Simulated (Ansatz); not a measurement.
**Effect of biaxial strain −1.92 %, plane normal [001], relaxed out of plane on Al**

The parent structure is Al in the fcc (Cu type) structure (space group Fm-3m, No. 225; a = 3.9937 Å; relaxed with 0.1 eV smearing). Axes: x, y, z lie along the cube axes.

The change: biaxial strain −1.92 %, plane normal [001], relaxed out of plane (Cartesian); in-plane vectors clamped, the third vector and the atoms free.

The values are results of r2SCAN in Ansatz (plane waves to 500 eV, PAW, spin-orbit coupling left out), not measurements. Γ-centred 28×28×28 mesh, Fermi–Dirac width 0.1 eV.

| quantity | base | changed | shift |
|---|---|---|---|
| volume per atom | 15.92 Å³ | 15.62 Å³ | -0.308 Å³ |
| space group | Fm-3m (No. 225) | I4/mmm (No. 139) | – |
| shortest interatomic distance | 2.824 Å | 2.770 Å | -0.054 Å |
| energy relative to the base (free energy F) | 0 meV/atom | +5.3 meV/atom | +5.3 meV/atom |
| pressure (mean of the normal stresses, compression positive) | 0.0 GPa | 2.0 GPa | +2.0 GPa |
| band gap | zero | zero | – |
| out-of-plane strain | – | +1.94 % | – |
| ratio −ε⊥/ε∥ | – | 1.01 | – |
| mean in-plane stress (compression positive) | – | +3.0 GPa | – |

Final structure (turned so that z lies along the plane normal):

```
Al
1.0
    2.76972     0.00000     0.00000
    0.00000     2.76972     0.00000
    1.38486    -1.38486     2.03557
Al
1
Direct
  0.00000   0.00000   0.00000
```

Whether these cells are dynamically stable was not tested.

Ansatz is an electronic-structure program.
